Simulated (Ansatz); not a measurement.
A computed series for TiAl3: pressure series

The parent structure is TiAl₃ (space group I4/mmm, No. 139).

```yaml
crystal:
  lattice:
    - [-1.92281, 1.92281, 4.30969]
    - [1.92281, -1.92281, 4.30969]
    - [1.92281, 1.92281, -4.30969]
  atoms:
    - { symbol: Al, position: [0.50000, 0.50000, 0.00000] }
    - { symbol: Al, position: [0.75000, 0.25000, 0.50000] }
    - { symbol: Al, position: [0.25000, 0.75000, 0.50000] }
    - { symbol: Ti, position: [0.00000, 0.00000, 0.00000] }
```

Cell and atoms are relaxed at each pressure.

Computed with PBE, PAW, 420 eV (Ansatz, an electronic-structure program; scalar-relativistic without spin-orbit coupling), earlier PAW set.

```json
[
 {"pressure (GPa)": "-2", "volume per atom (Å³/atom)": "16.252"},
 {"pressure (GPa)": "-1", "volume per atom (Å³/atom)": "16.089"},
 {"pressure (GPa)": "0", "volume per atom (Å³/atom)": "15.934"},
 {"pressure (GPa)": "2.1", "volume per atom (Å³/atom)": "15.632"},
 {"pressure (GPa)": "4.5", "volume per atom (Å³/atom)": "15.320"},
 {"pressure (GPa)": "9", "volume per atom (Å³/atom)": "14.807"},
 {"pressure (GPa)": "15", "volume per atom (Å³/atom)": "?"},
 {"pressure (GPa)": "22.5", "volume per atom (Å³/atom)": "13.638"},
 {"pressure (GPa)": "30", "volume per atom (Å³/atom)": "13.140"}
]
```

### Question
Fit the third-order Birch–Murnaghan form P(V) = (3B₀/2)[(V₀/V)^(7/3) − (V₀/V)^(5/3)]·[1 + (3/4)(B₀′ − 4)((V₀/V)^(2/3) − 1)] (squares taken in P) to the rows shown and predict the withheld row.

### Answer
Least squares on the printed values gives V₀ = 15.934 Å³/atom, B₀ = 106 GPa, B₀′ = 4.0; this predicts 14.232 Å³/atom, and the run gives 14.233 Å³/atom, in agreement.

Load acts through the strain it causes; cell and atoms are relaxed under it. Whether these cells are dynamically stable was not tested. No other phases were tried under pressure. All final runs are without spin polarisation.
